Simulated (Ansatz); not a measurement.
## Effect of Se → S on SiSe2

Consider SiSe$_{2}$ (space group Ibam, No. 72; a = 6.301 Å, b = 9.302 Å, c = 5.856 Å; made of chains).

Perturbation: full substitution Se → S; the structure is relaxed again.

Level of theory: DFT with PBEsol, PAW potentials and a 420 eV plane-wave cutoff in Ansatz (a program for electronic structure), spin-orbit coupling left out. k-mesh 8×8×8 (Γ-centred); smearing 0.05 eV (Fermi–Dirac).

```tsv
quantity	base	changed	shift
volume per atom	28.60 Å³	26.23 Å³	-2.37 Å³
density	3.60 g/cm³	1.95 g/cm³	-1.65 g/cm³
space group	Ibam (No. 72)	Ibam (No. 72)	–
band gap	1.65 eV	2.81 eV	+1.16 eV
gap character	indirect, F₀ → X	indirect, F₀ → G₀–X (50 % along)	–
smallest direct gap	1.71 eV	2.91 eV	+1.20 eV
width of the top valence band	0.77 eV	0.83 eV	+0.06 eV
```

Final structure:

```xyz
6
Lattice="-3.0568 4.6410 2.7734 3.0568 -4.6410 2.7734 3.0568 4.6410 -2.7734" Properties=species:S:1:pos:R:3 pbc="T T T"
S      1.8846     3.5100     2.7734
S      1.1722    -1.1311     2.7734
S      1.8846     5.7721     0.0000
S      1.1722     1.1311     0.0000
Si     0.0000     0.0000     4.1601
Si     0.0000     0.0000     1.3867
```

No phonon test of stability was made. No dispersion term is included in the PBEsol runs.
